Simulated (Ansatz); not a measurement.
An Ansatz (a quantum-chemistry and plane-wave program) run: Sc with a change (uniaxial strain ε_zz = +1.50 %); plane-wave PAW DFT at the PBE level (Ansatz, 420 eV), spin-orbit coupling left out.

Input:

Ansatz 0.2 input:
```yaml
crystal:
  lattice:
    - [3.3179438028, 0, 0]
    - [-1.6589719014, 2.8734236216, 0]
    - [0, 0, 5.2637876693]
  atoms:
    - { symbol: Sc, position: [0.6666666667, 0.3333333333, 0.75] }
    - { symbol: Sc, position: [0.3333333333, 0.6666666667, 0.25] }
basis: { ecutwfc: 420, ecutrho_ratio: 4, xc_grid: 2, fft_grid_basis: typed }
kpoints: { mp_grid: { grid: [20, 20, 11] } }
hamiltonian:
  xc: pbe
  dispersion: none
  pseudopotentials: { kind: paw }
scf: { occupations: { method: fermi_dirac, width: 0.1 }, convergence: { dr2_threshold: 0.0000000002 } }
relax: { f_tol: 0.005, max_steps: 50 }
output: { forces: true, stress: true }
checkpoint: { write: state.ck, write_every: 1000 }
```

Output (explanatory and most iteration lines left out):

```
Relaxation: its limit of steps is 50 (relax.max_steps)
Pseudopotential: Sc, paw, valence charge 11
Crystal: 2 atoms, lattice volume = 50.184 Å³
Basis set: ecut = 420 eV, 977 PW (Γ), exchange–correlation on 48×48×72 points (8 copies of the dense FFT grid, shifted against one another)
Bands: 15, of which v1, the nominal top of the filled ones, is band 11 counted from 1 (10 counted from 0)
Symmetry: 24 space group operations
Space group: P63/mmc (ITA 194), of the structure as read, at distance tolerance 3.7e-5 Å
k-points: 264 of 4400
Functional: x = pbe(κ = 0.804, μ = 0.2195149727645171), c = pbe(β = 0.06672455060314922)
SCF iter   1: F=—  HF=-4271.680709 eV  |F-HF|=—  |Δ(HF+E_count)|=         —  Δρ=1.73e-3  dr2=1.41e-3  ethr=1.77e-3  ⟨swp⟩=3.1  Hψ=16244  notcnv=0
SCF iter   2: F=—  HF=-4271.680084 eV  |F-HF|=—  |Δ(HF+E_count)|=   6.25e-4  Δρ=1.09e-3  dr2=6.26e-4  ethr=6.41e-6  ⟨swp⟩=1.2  Hψ=6494  notcnv=0
SCF 1 converged in 7 iterations: F = -4271.680114 eV  dr2 = 1.22e-12
relax step   1: F+E_penalty+E_count = -4271.68011357 eV  Δ(F+E_penalty+E_count) = +0.000e0 eV  max|allowed force component| = 6.939e-17 eV/Å  Δτ_max = 0.0000 Å  (7 SCF iters, accepted)
SCF converged after 7 iterations
Free energy (F): -4271.680114 eV
Internal energy: -4271.550834 eV  (E = F + TS)
E sigma→0 (E₀):  -4271.615474 eV
Entropy (-TS):   -0.129279 eV (-64.640 meV/atom)
Fermi energy:    9.058263 eV
--- Forces (eV/Å), atoms counted from 1 ---
  atom   1  Sc     0.00000000     0.00000000     0.00000000
  atom   2  Sc     0.00000000    -0.00000000     0.00000000
--- Stress (GPa, compression-positive) ---
       -0.409502       0.000000       0.000000
       -0.000000      -0.409502       0.000000
        0.000000       0.000000      -1.419268
  P = ⅓ Tr σ = -0.7461 GPa (-7.461 kbar)
--- Relaxed structure (1 steps of the walk, 1 accepted, 0 SCFs on fresh bases) ---
  atoms:
    - { symbol: Sc, position: [0.6666666666666665, 0.3333333333333333, 0.7499999999999999] }
    - { symbol: Sc, position: [0.3333333333333333, 0.6666666666666666, 0.25] }
```

Stability against distortions was not tested. The final runs are not spin-polarised. The cell was made from Sc in the hcp (Mg type) structure (space group P6_3/mmc, No. 194) by this change: uniaxial strain ε_zz = +1.50 %.
